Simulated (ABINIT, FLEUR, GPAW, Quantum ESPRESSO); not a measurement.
## Bulk modulus against equilibrium volume of fcc Pb (space group 225) over programs and functionals

Each row is a third-order Birch-Murnaghan fit to seven to nine volumes of fcc Pb (space group 225) in one program and functional, each with its own basis, cutoff and mesh; V0 is in Å^3/atom and B0 in GPa. Along one equation of state d ln B/d ln V = -B', so if levels differed mainly by where they put the minimum, ln B0 would fall on a line in ln V0 with a slope near -B0'.

```
program, functional, potentials       ln V0  ln B0  V0 (Å^3/atom)  B0 (GPa)
------------------------------------  -----  -----  -------------  --------
GPAW, LDA, PAW                        3.364  3.973          28.91      53.1
Quantum ESPRESSO, LDA, GBRV           3.367  3.968          28.98      52.9
ABINIT, LDA, PseudoDojo               3.369  3.966          29.06      52.8
FLEUR, LDA, all-electron              3.370  3.965          29.09      52.7
GPAW, PBEsol, PAW                     3.396      ?          29.86         ?
Quantum ESPRESSO, PBEsol, GBRV        3.399  3.871          29.94      48.0
ABINIT, PBEsol, PseudoDojo            3.400  3.872          29.95      48.0
GPAW, PBE, PAW                        3.460  3.681          31.82      39.7
ABINIT, PBE, PseudoDojo               3.463  3.670          31.92      39.3
Quantum ESPRESSO, PBE, GBRV           3.464  3.669          31.93      39.2
Quantum ESPRESSO, PBE, PSlibrary PAW  3.467  3.670          32.03      39.2
FLEUR, PBE, all-electron              3.468  3.665          32.07      39.1
```

Taking a straight line for ln B0 over the 11 complete rows: With u = ln V0 - 3.42, the rows have u = -0.05600, -0.05300, -0.05100, -0.05000, -0.02100, -0.02000, 0.04000, 0.04300, 0.04400, 0.04700, 0.04800. Means: u -0.0026364, ln B0 3.8155. About the means, the sum of products is -0.066495 and the sum of squares of u is 0.021709; the slope is their ratio. Least squares gives ln B0 = 3.8074 - 3.063·u. Residuals (row less fit): -0.0059, -0.0017, 0.0024, 0.0044, -0.0007, 0.0033, -0.0039, -0.0057, -0.0036, 0.0066, 0.0046; standard error 0.0047 (degrees of freedom: 9). The slope is -3.1; the rows' own B0' run from 4.8 to 4.9, so the line is flatter than -B0': at one and the same volume the levels with the larger V0 are the stiffer ones.

Q: Estimate the missing ln B0 (ln V0 = 3.396); what did the run itself give?

A: u = -0.02400, so ln B0 = 3.8074 - 3.063 × (-0.02400) = 3.8809. The calculation gives 3.880, 0.0009 below the prediction (0.3 % of the range of ln B0 in the table). The row lies between fitted rows. From the scatter of the fitted rows alone, a prediction at this place has a standard error of 0.0050, so the miss is 0.2 times that.

The PBEsol file for Pb was generated anew from PseudoDojo's inputs, some of which were changed. The PBE file for Pb was generated anew from PseudoDojo's inputs, some of which were changed. FLEUR's values depend on its sphere radii, cutoffs and local orbitals, which need not be converged. Spin polarisation is off, and so is spin-orbit coupling; occupations are Fermi-Dirac, smeared by 0.05 eV in metals and 0.01 eV otherwise. Cutoffs and mesh are single choices, not tested for convergence of this quantity. No row is a reference.
